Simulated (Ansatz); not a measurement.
Take PbS in the rock salt structure (space group Fm-3m, No. 225) as the base.

```
CELL_PARAMETERS angstrom
      0.00000     2.98749     2.98749
      2.98749     0.00000     2.98749
      2.98749     2.98749     0.00000
ATOMIC_POSITIONS crystal
  S  0.00000 0.00000 0.00000
  Pb 0.50000 0.50000 0.50000
```

Level of theory: r2SCAN (Ansatz, a first-principles code), without spin-orbit coupling, earlier PAW set.

One change was made to it. Results:

| quantity | base | after |
|---|---|---|
| band gap | 0.70 eV | zero |
| density | 7.45 g/cm³ | 11.82 g/cm³ |

**Question.** Which change produced these results?
A) Pb → Bi
B) S → Pt
C) Pb → Se
D) Pb → Re

**Answer.** D, Pb → Re. For comparison, the density in the other runs: Pb → Se gives 4.69 g/cm³; S → Pt gives 14.77 g/cm³; Pb → Bi gives 7.70 g/cm³.

The magnetic state is the one reached from the starting moments; the real material's order can differ, and small cells can't hold many antiferromagnetic ones. With Pb present, leaving out spin-orbit coupling can change the band edges. Whether these cells are dynamically stable was not tested. As relaxed here, ReS, PtPb and BiS are hypothetical phases, not in the database extracts checked. For SeS in this form, whether it has been made was not checked. Spin-polarised in the final run: ReS; the other runs are not. An odd electron count without spin: BiS.
